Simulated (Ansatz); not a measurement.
We consider Ti₂GeC (P6₃/mmc, No. 194, 8 atoms in the cell; start mp-9958), described by LDA in Ansatz (PAW).

Numerical settings: plane-wave cutoff 520 eV, 24×24×6 k mesh (along the axes of the cell as run), Fermi–Dirac smearing 0.05 eV, no spin polarisation, scalar-relativistic PAW data made under PBE.

Cell (relaxed at this level):

Space group P6₃/mmc (No. 194); a = 3.030 Å, b = 3.030 Å, c = 12.758 Å, α = 90.00°, β = 90.00°, γ = 120.00°

| atom | site | symmetry | x | y | z |
|---|---|---|---|---|---|
| Ti | 4f | 3m. | 0.3333 | 0.6667 | 0.0895 |
| Ge | 2d | -6m2 | 0.6667 | 0.3333 | 0.2500 |
| C | 2a | -3m. | 0.0000 | 0.0000 | 0.0000 |

Q: Predict the bulk modulus.

A: 
- bulk modulus = 178 GPa

Note: the run has no spin polarisation, so it can have missed a magnetic state; the bulk modulus is −V dP/dV from two relaxed cells at ±2 % in volume; the relaxation could not lower the start's symmetry, so the cell can be a saddle point above a distorted one.

Static lattice: no zero-point or thermal effects.

A start named mp-… is a Materials Project structure, which need not be a measured phase.

Ansatz is a first-principles code.
